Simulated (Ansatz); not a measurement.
## Response to strain in Ge

Consider Ge in the diamond structure (space group Fd-3m, No. 227; a = 5.674 Å).

Strains are applied to the cell and any free atomic positions relax.

Level of theory: Kohn–Sham DFT with the r2SCAN functional, run in Ansatz (a first-principles code) with PAW and 500 eV plane waves, spin-orbit coupling left out.

Notes on the quantities. energy relative to the base: free energy F.

```tsv
change	energy relative to the base	volume per atom	band gap	pressure
base	0 meV/atom	22.84 Å³	0.36 eV	0.1 kbar
isotropic strain +0.50 %	+1.1 meV/atom	23.18 Å³	0.21 eV	-10.1 kbar
isotropic strain +1.00 %	+4.3 meV/atom	23.53 Å³	0.07 eV	-19.4 kbar
isotropic strain +1.50 %	+9.5 meV/atom	23.88 Å³	zero	-2.8 GPa
isotropic strain +2.00 %	+17 meV/atom	24.24 Å³	zero	-3.6 GPa
isotropic strain +2.50 %	+26 meV/atom	24.59 Å³	zero	-4.4 GPa
isotropic strain +3.00 %	+36 meV/atom	24.96 Å³	zero	-5.0 GPa
```

The mesh was chosen for an insulator and is coarse for the gapless case. Stability against distortions was not tested. The zero or small gap of Ge under isotropic strain +0.50 %, Ge under isotropic strain +1.00 %, Ge under isotropic strain +1.50 % and Ge under isotropic strain +2.00 % can change with the level of theory.
